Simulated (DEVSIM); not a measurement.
Structure: Ni/SiO2/p-Ge capacitor, at 300 K.

| layer (left to right) | material | thickness (nm) | Na (cm⁻³) |
|---|---|---|---|
| 1 | SiO2 | 4.10 | - |
| 2 | Ge | 3100 | 3.6e16 |

Metal gate on the left, work function 5.1 eV. Fixed charge at the semiconductor interface -7.3e10 cm⁻² (in units of +e); interface traps 1e12 cm⁻² eV⁻¹, uniform in energy, neutral level at 0.5 of the gap above the valence band.

This is a model device: material constants are rounded textbook-type values typed into the input, and sizes, dopings and lifetimes were drawn at random. Values at 300 K.

| parameter | SiO2 | Ge |
|---|---|---|
| gap (eV) | 9 | 0.664 |
| affinity (eV) | 0.9 | 4 |
| permittivity | 3.9 | 16 |
| Nc (cm⁻³) | - | 1.04e19 |
| Nv (cm⁻³) | - | 6e18 |

Model (solved in DEVSIM): 1D Poisson equation in equilibrium, Boltzmann statistics, complete ionisation; no quantum confinement or tunnelling. Metal contacts follow the ideal Schottky-Mott rule: no Fermi-level pinning, no interface dipoles.

The gate work function was swept, all else fixed.

| gate work function (eV) | flat-band voltage (V) | threshold voltage (band bending 2φF) (V) |
|---|---|---|
| 4.8 | 0.24 | 0.80 |
| 4.95 | 0.39 | 0.95 |
| 5.1 | 0.54 | 1.10 |
| 5.25 | 0.69 | 1.25 |
| 5.4 | 0.84 | 1.40 |

From the first row to the last the flat-band voltage goes from 0.24 to 0.84. From the first row to the last the threshold voltage (band bending 2φF) goes from 0.80 to 1.40.
